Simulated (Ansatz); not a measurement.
The reference is AlN in the zinc blende structure (space group F-43m, No. 216; a = 4.3423 Å).

Level of theory: Ansatz (a first-principles code), LDA, PAW, cutoff 420 eV, scalar-relativistic without spin-orbit coupling.

For the base:

```
Quantity           Result
---------------  --------
Volume per atom  10.23 Å³
```

The change: cell and atoms relaxed at a pressure of 4.5 GPa.

Q: How does this affect the volume per atom?

A: The volume per atom decreases by 0.208 Å³ (10.23 Å³ → 10.03 Å³).

Load acts through the strain it causes; cell and atoms are relaxed under it. No phonon test of stability was made. Tetrahedral semiconductors of this kind turn to denser phases somewhere between about 1 and 50 GPa; those were not computed, so compressed cells here can lie past the real transition. This is not the structure that AlN has at room temperature and ambient pressure.
